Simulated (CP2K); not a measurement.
A self-consistent single point of Mg14CdBi (P-6m2, 16 atoms in the cell) with CP2K.

Method of the run: LDA (Pade form), GPW, DZVP-MOLOPT-SR-GTH basis, GTH-PADE potentials (GTH_POTENTIALS) (CP2K).

```
Mg14CdBi
1.0
    6.40900     0.00000     0.00000
   -3.20450     5.55036     0.00000
    0.00000     0.00000    10.44477
Mg Cd Bi
14 1 1
Direct
  0.99970   0.49985   0.00000
  0.50015   0.00030   0.00000
  0.50015   0.49985   0.00000
  0.99923   0.49961   0.50000
  0.50038   0.00077   0.50000
  0.50038   0.49961   0.50000
  0.16961   0.83039   0.24370
  0.66078   0.83039   0.75630
  0.16961   0.33922   0.24370
  0.16961   0.83039   0.75630
  0.66078   0.83039   0.24370
  0.16961   0.33922   0.75630
  0.66667   0.33333   0.24968
  0.66667   0.33333   0.75032
  0.00000   0.00000   0.00000
  0.00000   0.00000   0.50000
```

Reference input (self-consistent single point, DFT LDA (Pade form), GPW, DZVP-MOLOPT-SR-GTH basis, GTH-PADE potentials (GTH_POTENTIALS)): CUTOFF = 1000 Ry; REL_CUTOFF = 40 Ry; SMEAR/METHOD = FERMI_DIRAC; ELECTRONIC_TEMPERATURE = 1160.45 K; KPOINTS/SCHEME = MACDONALD 6 6 3 0.08333333333 0.08333333333 0; XC_FUNCTIONAL = PADE; Mg/BASIS_SET = DZVP-MOLOPT-SR-GTH-q10; Mg/POTENTIAL = GTH-PADE-q10; Cd/BASIS_SET = DZVP-MOLOPT-SR-GTH-q12; Cd/POTENTIAL = GTH-PADE-q12; Bi/BASIS_SET = DZVP-MOLOPT-SR-GTH-q5; Bi/POTENTIAL = GTH-PADE-q5. This run's input differs from it in these lines:

```diff
@@ -35,4 +35,4 @@
       &SMEAR ON
-        METHOD FERMI_DIRAC
-        ELECTRONIC_TEMPERATURE [K] 1160.45
+        METHOD GAUSSIAN
+        SIGMA [eV] 0.1
       &END SMEAR
@@ -40,3 +40,3 @@
     &KPOINTS
-      SCHEME MACDONALD 6 6 3 0.08333333333 0.08333333333 0
+      SCHEME MONKHORST-PACK 5 5 3
     &END KPOINTS
```

Output (repeated stretches shortened):

```
 SCF WAVEFUNCTION OPTIMIZATION

  Step     Update method      Time    Convergence         Total energy    Change
     1 NoMix/Diag. 0.20E+00      -     0.90825402      -937.9037996730 -9.38E+02
     2 Broy./Diag. 0.20E+00      -     0.03594130      -938.4492337544 -5.45E-01
     3 Broy./Diag. 0.20E+00      -     0.14681517      -936.7738866810  1.68E+00
     4 Broy./Diag. 0.20E+00      -     0.02310673      -935.7813522294  9.93E-01
     5 Broy./Diag. 0.20E+00      -     0.01881119      -935.8692664151 -8.79E-02
     6 Broy./Diag. 0.20E+00      -     0.00312877      -935.8805622366 -1.13E-02
     7 Broy./Diag. 0.20E+00      -     0.00457129      -935.8707336226  9.83E-03
     8 Broy./Diag. 0.20E+00      -     0.00016839      -935.8546804995  1.61E-02
     9 Broy./Diag. 0.20E+00      -     0.00046883      -935.8437541703  1.09E-02
    10 Broy./Diag. 0.20E+00      -     0.00007057      -935.8411988892  2.56E-03
    11 Broy./Diag. 0.20E+00      -     0.00010389      -935.8429019904 -1.70E-03
    12 Broy./Diag. 0.20E+00      -     0.00000395      -935.8434184863 -5.16E-04
    13 Broy./Diag. 0.20E+00      -     0.00001299      -935.8433865241  3.20E-05
    14 Broy./Diag. 0.20E+00      -     0.00000032      -935.8433892174 -2.69E-06
  *** SCF run converged in    14 steps ***

  Overlap energy of the core charge distribution:               0.00000000000000
  Self energy of the core charge distribution:              -1957.68107551570529
  Core Hamiltonian energy:                                    593.57597475013802
  Hartree energy:                                             553.04359431514968
  Exchange-correlation energy:                               -124.78082230245522
  Smearing free energy correction:                             -0.00106046458839
  Fermi energy:                                                 0.18954256881248

  Total energy:                                              -935.84338921740732
  Total energy (extrapolated to sigma->0):                   -935.84285898511314

                     Mulliken Population Analysis

   [... lines left out ...]

 STRESS| Analytical stress tensor [bar]
 STRESS|                        x                   y                   z
 STRESS|      x       -1.15712797936E+04  -2.32389705575E+00  -1.58015949211E-02
 STRESS|      y       -2.32389705575E+00  -1.15743201482E+04   1.61271908151E-02
 STRESS|      z       -1.58015949211E-02   1.61271908151E-02  -1.69155458917E+04
 STRESS| 1/3 Trace                                            -1.33537152778E+04
```

The run converged in 14 iterations. Against the reference run the free energy rises by 3.1 meV/atom, the pressure moves little (-1.29 to -1.34 GPa) and the largest force goes from 0.243 to 0.307 eV/Å.

The starting cell comes from a database of computed structures (which also holds hypothetical and non-ambient phases and stackings), without a prior relaxation at this level. Values carry the incompleteness of an atom-centred basis.

Cost on one core of a shared machine: roughly 80 s.
